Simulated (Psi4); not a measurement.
Psi4 1.11, unrestricted TPSS/def2-tzvp: Sr(F)2 cation ([F][Sr][F]), charge +1, multiplicity 2, 3 atoms. The geometry is a generated start, not checked to be a minimum at this level.

```
Property                                             Result
--------------------------  -------------------------------
task                                                 energy
method                                                 tpss
basis                                             def2-tzvp
memory                                                 3 GB
maxiter                                                 100
keys of the molecule block                      symmetry c1
scf_type                                       df (default)
guess                        auto, which took SAD (default)
scf_initial_accelerator                     adiis (default)
e_convergence                               1e-06 (default)
d_convergence                               1e-06 (default)
dft_radial_points                              75 (default)
dft_spherical_points                          302 (default)
effective core potentials   those of the basis set, past Kr
basis functions                                          95
grid points                                           65437
```

```xyz
3

Sr     0.8624     0.0633    -0.1233
F     -0.6594     1.1184    -0.9412
F     -0.2030    -1.1817     1.0645
```

Charge 1 and multiplicity 2 are set for this test and not shown to be the ground state.

One run each on 2 threads. Values of diis_max_vecs tried: 3, 6, 10 (default), 20.

Predict the course of the SCF iterations along this series.

Fewest SCF iterations, within one of each other: 6 with 12, 10 (default) with 13, 20 with 12. The count rises to 18 at 3. All converge to one solution.

| diis_max_vecs | SCF iterations | end |
|---|---|---|
| 3 | 18 | same solution |
| 6 | 12 | same solution |
| 10 (default) | 13 | same solution |
| 20 | 12 | same solution |
